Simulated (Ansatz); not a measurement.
The parent structure is Y in the hcp (Mg type) structure (space group P6_3/mmc, No. 194; a = 3.6523 Å, c = 5.7029 Å; relaxed with 0.1 eV smearing). Axes: x lies along a and z along c of the hexagonal cell.

Method: Ansatz (a quantum-chemistry and plane-wave program), PBE, PAW, cutoff 420 eV, no spin-orbit coupling.

Base values:

* **Shortest interatomic distance**: 354.6 pm
* **Pressure**: 0.0 GPa

The change: tensile biaxial strain of 1.50 % in the plane normal to [001], as in epitaxy on a mismatched substrate; the out-of-plane cell vector and the atoms relax.

**Question.** What happens to the shortest interatomic distance?

**Answer.** The shortest interatomic distance hardly moves (354.6 pm against 354.8 pm).

**Question.** What happens to the pressure?

**Answer.** The pressure (mean of the normal stresses, compression positive) goes from zero to -0.8 GPa.

No phonon test of stability was made. All final runs are without spin polarisation.
